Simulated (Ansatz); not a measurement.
The parent structure is GaAs in the zinc blende structure (space group F-43m, No. 216; a = 5.667 Å). Axes: x, y, z lie along the cube axes.

The values are results of r2SCAN (Ansatz, a program for electronic structure, PAW, spin-orbit coupling left out), not measurements.

Before the change:

* **Pressure**: 0.00 GPa
* **Valence-band top at Γ**: 0.00, 0.00, 0.00 eV
* **Volume per atom**: 22.75 Å³

One thing is altered: tensile biaxial strain of 2.50 % in the plane normal to [001], as in epitaxy on a mismatched substrate; the out-of-plane cell vector and the atoms relax.

How does this affect the pressure?

The pressure (mean of the normal stresses, compression positive) goes from zero to -1.90 GPa.

Predict the new valence-band top at Γ.

The valence-band top at Γ (three highest levels, from the VBM) becomes 0.00, -0.25, -0.25 eV (base: 0.00, 0.00, 0.00 eV).

Predict the new volume per atom.

The volume per atom increases by 0.635 Å³ (22.75 Å³ → 23.38 Å³).

Estimate the effect on the hole mass.

The hole mass comes out as 0.033 mₑ out of plane, 0.33 mₑ in plane (at Γ).

The levels and masses belong to the bands next to the band gap. Effective masses come from finite differences of ±0.01 Å⁻¹. Whether these cells are dynamically stable was not tested.
